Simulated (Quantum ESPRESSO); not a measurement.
**How a calculation on MgH2 (Pa-3, 12 atoms in the cell) responds to its settings**

```yaml
crystal:
  lattice:
    - [4.78923, 0.00000, 0.00000]
    - [0.00000, 4.78923, 0.00000]
    - [0.00000, 0.00000, 4.78923]
  atoms:
    - { symbol: Mg, position: [0.50000, 0.50000, 0.00000] }
    - { symbol: Mg, position: [0.00000, 0.50000, 0.50000] }
    - { symbol: Mg, position: [0.00000, 0.00000, 0.00000] }
    - { symbol: Mg, position: [0.50000, 0.00000, 0.50000] }
    - { symbol: H, position: [0.15606, 0.84394, 0.34394] }
    - { symbol: H, position: [0.84394, 0.15606, 0.65606] }
    - { symbol: H, position: [0.34394, 0.15606, 0.84394] }
    - { symbol: H, position: [0.65606, 0.84394, 0.15606] }
    - { symbol: H, position: [0.65606, 0.65606, 0.65606] }
    - { symbol: H, position: [0.34394, 0.34394, 0.34394] }
    - { symbol: H, position: [0.84394, 0.34394, 0.15606] }
    - { symbol: H, position: [0.15606, 0.65606, 0.84394] }
```

Base run A: Quantum ESPRESSO with PBEsol, GBRV 1.5 ultrasoft (PBESOL) pseudopotentials, self-consistent single point.

Its settings: ecutwfc = 40 Ry; ecutrho = 200 Ry; occupations = smearing; smearing = gaussian; degauss = 0.000734986 Ry; potentials = {Mg: mg_pbesol_v1.4.uspp.F.UPF, H: h_pbesol_v1.4.uspp.F.UPF}; K_POINTS = automatic 6 6 6 0 0 0; conv_thr = 1e-10 Ry.

The starting cell comes from a database of computed structures (which also holds hypothetical and non-ambient phases and stackings), without a prior relaxation at this level.

Run A gave: pressure (GPa) -0.18; largest force (eV/Å) 0.046; gap on the mesh (eV) 2.423.

Runs:
- B: pseudopotentials: {Mg: mg_pbesol_v1.4.uspp.F.UPF, H: h_pbesol_v1.4.uspp.F.UPF} → {Mg: mg_lda_v1.4.uspp.F.UPF, H: h_lda_v1.4.uspp.F.UPF} [LDA (PZ)]
- C: pseudopotentials: {Mg: mg_pbesol_v1.4.uspp.F.UPF, H: h_pbesol_v1.4.uspp.F.UPF} → {Mg: mg_pbe_v1.4.uspp.F.UPF, H: h_pbe_v1.4.uspp.F.UPF}; input_dft: default → blyp [BLYP]
- D: pseudopotentials: {Mg: mg_pbesol_v1.4.uspp.F.UPF, H: h_pbesol_v1.4.uspp.F.UPF} → {Mg: mg_pbe_v1.4.uspp.F.UPF, H: h_pbe_v1.4.uspp.F.UPF}; input_dft: default → wc [Wu-Cohen GGA]
- E: pseudopotentials: {Mg: mg_pbesol_v1.4.uspp.F.UPF, H: h_pbesol_v1.4.uspp.F.UPF} → {Mg: mg_pbe_v1.4.uspp.F.UPF, H: h_pbe_v1.4.uspp.F.UPF}; input_dft: default → vdw-df2 [vdW-DF2]
- F: pseudopotentials: {Mg: mg_pbesol_v1.4.uspp.F.UPF, H: h_pbesol_v1.4.uspp.F.UPF} → {Mg: mg_pbe_v1.4.uspp.F.UPF, H: h_pbe_v1.4.uspp.F.UPF}; input_dft: default → vdw-df-cx [vdW-DF-cx]
- G: pseudopotentials: {Mg: mg_pbesol_v1.4.uspp.F.UPF, H: h_pbesol_v1.4.uspp.F.UPF} → {Mg: mg_pbe_v1.4.uspp.F.UPF, H: h_pbe_v1.4.uspp.F.UPF}; input_dft: default → rvv10 [rVV10]

### Question
What does run G change against A?

### Answer
The pressure goes from -0.18 to 0.68 GPa, the largest force goes from 0.046 to 0.025 eV/Å and the gap on the mesh goes from 2.423 to 2.846 eV.

### Question
What does run D change against A?

### Answer
The pressure moves little (-0.18 to -0.21 GPa), the largest force goes from 0.046 to 0.042 eV/Å and the gap on the mesh goes from 2.423 to 2.482 eV.

### Question
What does run C change against A?

### Answer
The pressure goes from -0.18 to 1.72 GPa, the largest force goes from 0.046 to 0.006 eV/Å and the gap on the mesh goes from 2.423 to 3.048 eV.

```csv
run,pressure (GPa),largest force (eV/Å),gap on the mesh (eV)
A,-0.18,0.046,2.423
B,-2.03,0.047,2.298
C,1.72,0.006,3.048
D,-0.21,0.042,2.482
E,1.86,0.004,3.341
F,0.97,0.037,2.734
G,0.68,0.025,2.846
```

Left out of this page: 3 runs of the series held back from this collection.
